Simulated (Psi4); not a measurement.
Psi4 1.11, BP86/def2-svp: In(OH)2(OiPr) (CC(C)[O][In]([OH])[OH]), 16 atoms. The geometry is a generated start, not checked to be a minimum at this level.

```json
{
 "task": "energy",
 "method": "bp86",
 "basis": "def2-svp",
 "memory": "3 GB",
 "maxiter": "100",
 "keys_of_the_molecule_block": "symmetry c1",
 "scf_type": "df (default)",
 "guess": "auto, which took SAD (default)",
 "scf_initial_accelerator": "adiis (default)",
 "e_convergence": "1e-06 (default)",
 "d_convergence": "1e-06 (default)",
 "dft_radial_points": "75 (default)",
 "dft_spherical_points": "302 (default)",
 "effective_core_potentials": "those of the basis set, past Kr",
 "basis_functions": "155",
 "grid_points": "340810"
}
```

```xyz
16

In    -0.0967     0.9694     1.6847
O     -0.9941    -0.4252     2.7284
H     -1.4039    -0.0828     3.5222
O     -0.0184     2.7041     2.5754
H     -0.0410     2.6079     3.5305
O      0.6952     0.7891    -0.1072
C      0.6687    -0.3935    -0.8664
C      0.6659     0.0400    -2.3354
C     -0.5424    -1.2674    -0.5625
H      1.5856    -0.9689    -0.6670
H     -0.2526     0.5795    -2.5551
H      0.7400    -0.8324    -2.9788
H      1.5092     0.6995    -2.5230
H     -0.5131    -1.5750     0.4837
H     -1.4539    -0.6922    -0.7350
H     -0.5486    -2.1523    -1.1945
```

One run each on 2 threads. Values of diis_max_vecs tried: 3, 6, 10 (default), 20.

**Question.** Predict the course of the SCF iterations along this series.

**Answer.** Fewest SCF iterations, within one of each other: 10 (default) with 11, 20 with 11. The count rises to 30 at 3. All converge to one solution.

| diis_max_vecs | SCF iterations | end |
|---|---|---|
| 3 | 30 | same solution |
| 6 | 14 | same solution |
| 10 (default) | 11 | same solution |
| 20 | 11 | same solution |
